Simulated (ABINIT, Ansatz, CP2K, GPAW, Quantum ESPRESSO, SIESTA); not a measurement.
## Code comparison for Cd (P6_3/mmc, 2 atoms in the cell)

Self-consistent single point.

```
CELL_PARAMETERS angstrom
      1.50192    -2.60140     0.00000
      1.50192     2.60140     0.00000
      0.00000     0.00000     5.66496
ATOMIC_POSITIONS crystal
  Cd 0.33333 0.66667 0.25000
  Cd 0.66667 0.33333 0.75000
```

Shared settings, as Ansatz (an electronic-structure program) writes them: kpoints.mp_grid.grid = 13 13 6; scf.occupations.method = gaussian; scf.occupations.width = 0.1 eV. Potentials and cutoffs stand in the table.

```json
[
 {"code": "SIESTA", "model": "GGA PBEsol, numerical atomic orbitals DZP, PseudoDojo PBEsol standard norm-conserving potentials (rewritten from UPF to PSML)", "pressure (GPa)": "-11.33", "cutoff": "grid 350 Ry"},
 {"code": "ABINIT", "model": "PBEsol, PAW (JTH v2.0 PBE PAW, files made for PBE)", "pressure (GPa)": "-2.96", "cutoff": "40 Ry"},
 {"code": "CP2K", "model": "PBEsol, GPW, DZVP-MOLOPT-SR-GTH basis, GTH-PBE potentials (GTH_POTENTIALS)", "pressure (GPa)": "-1.75", "cutoff": "grid 500 Ry"},
 {"code": "Quantum ESPRESSO", "model": "PBEsol, SSSP 1.1.2 precision (PBE) pseudopotentials", "pressure (GPa)": "-3.60", "cutoff": "55 Ry"},
 {"code": "Ansatz", "model": "PBEsol, default PAW files made with PBE", "pressure (GPa)": "-2.90", "cutoff": "default"},
 {"code": "GPAW", "model": "PBEsol, GPAW PAW datasets PBEsol (made by gpaw-setup)", "pressure (GPa)": "-3.37", "cutoff": "600 eV"}
]
```

The spread over the programs that give each value: pressure within 9.58 GPa.

SIESTA and CP2K use small atom-centred bases, whose incompleteness enters pressures, forces and empty levels differently from a plane-wave cutoff. Ansatz's pressure is given at a fixed set of plane waves, as the other plane-wave codes print theirs; with its correction for the finite basis it is -2.86 GPa. In the pressure, SIESTA (by 8.16) and CP2K (by 1.42) lie more than 1 GPa from the median of the plane-wave programs.

The starting cell has typed, rounded lattice constants, without a prior relaxation at this level. Its lattice was rescaled by a random factor within 2.5 % of one.

Left out of this page: Elk and FLEUR (not drawn, or without a comparable value).

Keys are those of Ansatz 0.2.
